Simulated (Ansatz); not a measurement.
**A self-consistent single point of Rh (Fm-3m, 1 atom in the cell) with Ansatz (a program for electronic structure)**

Method: PBE (plane waves, PAW; Ansatz).

This input was run:

Ansatz 0.2 input:
```yaml
# Rh
crystal:
  lattice:
    - [0.00000000, 1.90000000, 1.90000000]
    - [1.90000000, 0.00000000, 1.90000000]
    - [1.90000000, 1.90000000, 0.00000000]
  atoms:
    - { symbol: Rh, position: [0.00000000, 0.00000000, 0.00000000] }
kpoints:
  mp_grid:
    grid: [15, 15, 15]
hamiltonian:
  xc: pbe
  pseudopotentials:
    kind: paw
scf:
  occupations:
    method: gaussian
    width: 0.2 eV
output:
  forces: true
  eigenvalues: true
  stress: true
```

The program printed (abridged):

```
WARN basis.ecutwfc = 420 eV, the default
WARN ansatz: RAYON_NUM_THREADS=1 ignored (pool sized by the plan → 1); use --threads N
Pseudopotentials: kind: paw
Pseudopotential: Rh, paw, valence charge 17
Crystal: 1 atoms, lattice volume = 13.718 Å³
Basis set: ecut = 420 eV, 283 PW (Γ), exchange–correlation on 36×36×36 points (8 copies of the dense FFT grid, shifted against one another)
Bands: 13, of which v1, the nominal top of the filled ones, is band 9 counted from 1 (8 counted from 0)
Symmetry: 48 space group operations
Space group: Fm-3m (ITA 225), of the structure as read, at distance tolerance 2.4e-5 Å
k-points: 120 of 3375
Initial density: superposition of atomic densities (neutral atoms: chi_scale 0, normalization atom), corrected by the library's trained network
Initial wavefunctions: pseudopotential atomic-orbital guess
Eigensolver: davidson
Functional: x = pbe(κ = 0.804, μ = 0.2195149727645171), c = pbe(β = 0.06672455060314922)
SCF iter   1: F=—  HF=-6402.895621 eV  |F-HF|=—  |Δ(HF+E_count)|=         —  Δρ=2.71e-3  dr2=2.28e-4  ethr=1.77e-3  ⟨swp⟩=4.7  Hψ=8332  notcnv=0
all-band conjugate gradients solve this SCF's bands
preconditioner: auto → none
SCF iter   2: F=—  HF=-6402.895839 eV  |F-HF|=—  |Δ(HF+E_count)|=   2.18e-4  Δρ=1.38e-3  dr2=4.62e-5  ethr=1.34e-6  ⟨swp⟩=2.7  Hψ=3635  notcnv=0
SCF iter   3: F=—  HF=-6402.895881 eV  |F-HF|=—  |Δ(HF+E_count)|=   4.25e-5  Δρ=5.67e-4  dr2=1.05e-5  ethr=2.72e-7  ⟨swp⟩=2.0  Hψ=2118  notcnv=0
SCF iter   4: F=—  HF=-6402.895891 eV  |F-HF|=—  |Δ(HF+E_count)|=   9.50e-6  Δρ=5.69e-5  dr2=1.07e-7  ethr=6.20e-8  ⟨swp⟩=2.5  Hψ=2404  notcnv=0
iter 5 did not close the SCF: its close was put off for the readings that it lacked (scf_convergence_deferred on its scf_iter line)
SCF iter   5: F=-6402.895891 eV  HF=-6402.895891 eV  |F-HF|=1.39e-9  |Δ(HF+E_count)|=   4.57e-8  Δρ=7.27e-6  dr2=2.37e-9  ethr=6.27e-10  ⟨swp⟩=2.3  Hψ=2213  notcnv=0
SCF iter   6: F=-6402.895891 eV  HF=-6402.895891 eV  |F-HF|=9.09e-11  |Δ(HF+E_count)|=  6.18e-10  Δρ=2.34e-6  dr2=2.10e-10  ethr=1.39e-11  ⟨swp⟩=1.2  Hψ=4723  notcnv=0
SCF 1 converged in 6 iterations: F = -6402.895891 eV  dr2 = 2.10e-10
SCF converged after 6 iterations
Free energy (F): -6402.895891 eV
Harris-Foulkes:  -6402.895891 eV  (|F-HF|=9.09e-11)
Internal energy: -6402.870097 eV  (E = F + TS)
E sigma→0 (E₀):  -6402.882994 eV
Entropy (-TS):   -0.025794 eV (-25.794 meV/atom)
Fermi energy:    22.454451 eV
--- Per-component energies (eV) ---
  E_band       = -84.303393
  E_kinetic    = 573.597775
  E_local      = -1560.437618  (includes V_loc(G=0)·N_el)
  E_nonlocal   = 354.491397
  E_hartree    = 548.943409
  E_xc         = -222.089277
  E_vxc        = -278.832446  (∫ρ·V_xc dr)
  E_paw        = -3586.864488  (= ΣΔE_a)
  E_vpaw       = -271.010268  (= ΣTr[D̂ρ^β])
  E_aug_tail   = 0.000844  (compensation charges beyond the density's cutoff)
  E_ewald      = -2510.512139
  E_smearing   = -0.025794  (= −TS)
  E_closure    = 0.000000  (closes the sum)
  Σ components = -6402.895891   (vs F -6402.895891, Δ=0.00e0)
--- Forces (eV/Å), atoms counted from 1 ---
  atom   1  Rh    -0.00000000     0.00000000     0.00000000
  max |Σ_I F_I| component: 3.29e-32 eV/Å
--- Stress (GPa, compression-positive) ---
        6.606664       0.000000       0.000000
        0.000000       6.606664       0.000000
        0.000000      -0.000000       6.606664
  P = ⅓ Tr σ = 6.6067 GPa (66.067 kbar)
  The stress holds the Pulay correction. Without it, at fixed plane waves, as pw.x and ABINIT print it: P = 6.4911 GPa
--- Band table (eV; the first three rows and the last of 120) ---
  k-point 0: bands = ["-56.4359", "-23.9008", "-23.9008", "-23.9008", "14.4767", "19.3622", "19.3622", "19.3622", "21.4552", "21.4552", "38.2569", "43.6023", "43.6023"]
  k-point 1: bands = ["-56.4310", "-23.9338", "-23.9052", "-23.9052", "14.6558", "19.2837", "19.4321", "19.4321", "21.4167", "21.4167", "38.5122", "42.7019", "43.8632"]
  k-point 2: bands = ["-56.4171", "-24.0266", "-23.9178", "-23.9178", "15.1576", "19.1064", "19.6011", "19.6011", "21.3507", "21.3507", "39.1547", "40.9391", "44.6060"]
  k-point 119: bands = ["-56.2847", "-24.4054", "-24.3719", "-24.1708", "17.4257", "18.3633", "18.9249", "21.2689", "23.3708", "31.7651", "31.8194", "34.0777", "35.5494"]
```

The run converged in 6 iterations.

The starting cell has typed, rounded lattice constants, without a prior relaxation at this level. Spin polarisation is off. With a pressure of about 7 GPa the cell is away from its equilibrium volume at this level. Ansatz's pressure includes its estimate of the finite-basis (Pulay) stress.
